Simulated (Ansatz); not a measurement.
**Effective masses and thermopower of GaAs (F-43m)**

Consider the following.

```
GaAs
1.0
    0.00000     2.83321     2.83321
    2.83321     0.00000     2.83321
    2.83321     2.83321     0.00000
Ga As
1 1
Direct
  0.00000   0.00000   0.00000
  0.25000   0.25000   0.25000
```

These are r2SCAN with spin-orbit coupling, rigid bands (plane waves, PAW; Ansatz, a first-principles code) values and carry that method's errors. Cell: cell and atoms relaxed with r2SCAN.

| Item | Result |
|---|---|
| band gap | 0.86 eV |
| electron conductivity mass (300 K, dilute) | 0.058 mₑ |
| hole conductivity mass (300 K, dilute) | 0.40 mₑ |
| effective density of states N_c (300 K) | 3.2e17 cm⁻³ |
| effective density of states N_v (300 K) | 1.2e19 cm⁻³ |
| density-of-states mass, electrons | 0.055 mₑ |
| density-of-states mass, holes | 0.61 mₑ |
| Seebeck coefficient, n-type 1e19 cm⁻³, 300 K | -44 μV/K |
| Seebeck coefficient, p-type 1e19 cm⁻³, 300 K | 243 μV/K |

Rigid bands; masses and Seebeck coefficients take one relaxation time τ for all states and one kind of carrier; polarons and phonon drag are left out.
